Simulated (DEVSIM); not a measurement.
Structure: Al/Si3N4/p-Ge capacitor, at 300 K.

| layer (left to right) | material | thickness (nm) | Na (cm⁻³) |
|---|---|---|---|
| 1 | Si3N4 | 2.60 | - |
| 2 | Ge | 14000 | 1.8e15 |

Metal gate on the left, work function 4.1 eV. Fixed charge at the semiconductor interface 9.6e10 cm⁻² (in units of +e); no interface traps.

Constants are typed, rounded textbook-type inputs, not results; the design itself was drawn at random and stands for no fabricated device. Values at 300 K.

| parameter | Si3N4 | Ge |
|---|---|---|
| gap (eV) | 5.1 | 0.664 |
| affinity (eV) | 2.1 | 4 |
| permittivity | 7.5 | 16 |
| Nc (cm⁻³) | - | 1.04e19 |
| Nv (cm⁻³) | - | 6e18 |

DEVSIM, 1D Poisson equation in equilibrium, Boltzmann statistics, complete ionisation; no quantum confinement or tunnelling. Metal contacts follow the ideal Schottky-Mott rule: no Fermi-level pinning, no interface dipoles.

**Question.** Tabulate band edges, carrier densities and field at -0.15 V on the gate.

**Answer.** Energies count from the Fermi level of the right contact; mesh points crowd at the junctions.

```csv
x (μm),Ec (eV),Ev (eV),n (cm⁻³),p (cm⁻³),field (V/cm)
0.000,2.150,-2.950,< 1e2,< 1e2,-4400
0.001032,2.150,-2.950,< 1e2,< 1e2,-4400
0.002063,2.149,-2.951,< 1e2,< 1e2,-4400
0.003124,0.249,-0.415,6.7e14,6.5e11,8800
0.006773,0.252,-0.412,6.0e14,7.3e11,8700
0.01388,0.259,-0.405,4.7e14,9.3e11,8500
0.03048,0.272,-0.392,2.8e14,1.6e12,8100
0.09338,0.319,-0.345,4.6e13,9.5e12,6700
0.2160,0.386,-0.278,3.4e12,1.3e14,4300
0.5021,0.446,-0.218,3.3e11,1.3e15,670
1.170,0.454,-0.210,2.4e11,1.8e15,≈ 0
3.700,0.454,-0.210,2.4e11,1.8e15,≈ 0
8.291,0.454,-0.210,2.4e11,1.8e15,≈ 0
11.56,0.454,-0.210,2.4e11,1.8e15,≈ 0
13.20,0.454,-0.210,2.4e11,1.8e15,≈ 0
13.66,0.454,-0.210,2.4e11,1.8e15,≈ 0
13.86,0.454,-0.210,2.4e11,1.8e15,≈ 0
13.94,0.454,-0.210,2.4e11,1.8e15,≈ 0
13.98,0.454,-0.210,2.4e11,1.8e15,≈ 0
13.99,0.454,-0.210,2.4e11,1.8e15,≈ 0
14.00,0.454,-0.210,2.4e11,1.8e15,≈ 0
14.00,0.454,-0.210,2.4e11,1.8e15,≈ 0
```
